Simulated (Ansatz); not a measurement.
Consider these faces of rhombohedral Sb, relaxed from ideal cuts in 1x1 cells: (0001), (10-10), (10-11), (11-20).

Level of theory: PBE with D3(BJ) dispersion (plane waves to 420 eV, PAW; Ansatz, a program for electronic structure).

### Question
Rank these by surface energy (lowest first), as PBE with D3(BJ) dispersion gives it.

### Answer
(0001) (0.43 J/m²), (10-11) (0.49 J/m²), (11-20) (0.66 J/m²), (10-10) (0.72 J/m²)
